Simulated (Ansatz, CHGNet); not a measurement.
Lattice constant a of Bi₄Te₃ (R-3m, No. 166, 7 atoms in the cell; start COD 9011203) at several levels of theory

No measured value is used here.

Put these levels in order of the lattice constant a that they give for Bi₄Te₃ (R-3m, No. 166, 7 atoms in the cell; start COD 9011203), smallest first: CHGNet 0.3.0, LDA (Ansatz, a quantum-chemistry and plane-wave program), PBE (Ansatz), PBE-D3(BJ) (Ansatz), r²SCAN (Ansatz).

LDA (4.409 Å), PBE-D3(BJ) (4.445 Å), r²SCAN (4.467 Å), CHGNet 0.3.0 (4.486 Å), PBE (4.507 Å)

Density-functional levels without +SOC have no spin–orbit coupling. CHGNet 0.3.0, r²SCAN: the relaxation could not lower the start's symmetry, so the cell can be a saddle point above a distorted one. Cutoffs differ between the levels. Ansatz's density-functional and Hartree–Fock values are scalar-relativistic unless marked +SOC, with PAW data made under PBE.

Machine-learned potentials (CHGNet 0.3.0) are trained on DFT data: a solid inside that data is no test of them.
